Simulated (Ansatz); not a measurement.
**A computed series for Ge: pressure series**

Consider Ge in the diamond structure (space group Fd-3m, No. 227).

```yaml
crystal:
  lattice:
    - [0.00000, 2.88084, 2.88084]
    - [2.88084, 0.00000, 2.88084]
    - [2.88084, 2.88084, 0.00000]
  atoms:
    - { symbol: Ge, position: [0.50000, 0.50000, 0.50000] }
    - { symbol: Ge, position: [0.75000, 0.75000, 0.75000] }
```

Cell and atoms are relaxed at each pressure.

Level of theory: PBE (Ansatz, a program for electronic structure), spin-orbit coupling left out.

| case | band gap | volume per atom |
|---|---|---|
| base | zero | 23.91 Å³ |
| pressure −2 GPa | zero | … |
| pressure −1 GPa | zero | 24.33 Å³ |
| pressure 0.3 GPa | zero | … |
| pressure 0.7 GPa | zero | 23.63 Å³ |
| pressure 1.5 GPa | zero | 23.34 Å³ |
| pressure 3 GPa | zero | 22.84 Å³ |
| pressure 5 GPa | 0.19 eV | 22.25 Å³ |
| pressure 7.5 GPa | 0.32 eV | 21.63 Å³ |
| pressure 10 GPa | 0.41 eV | 21.09 Å³ |

Task: Fill in the withheld entries from the trend.

Result: 
- pressure −2 GPa, volume per atom: 24.81 Å³
- pressure 0.3 GPa, volume per atom: 23.79 Å³

Load acts through the strain it causes; cell and atoms are relaxed under it. Stability against distortions was not tested. Tetrahedral semiconductors of this kind turn to denser phases somewhere between about 1 and 50 GPa; those were not computed, so compressed cells here can lie past the real transition. The zero or small gap of Ge can change with the level of theory.
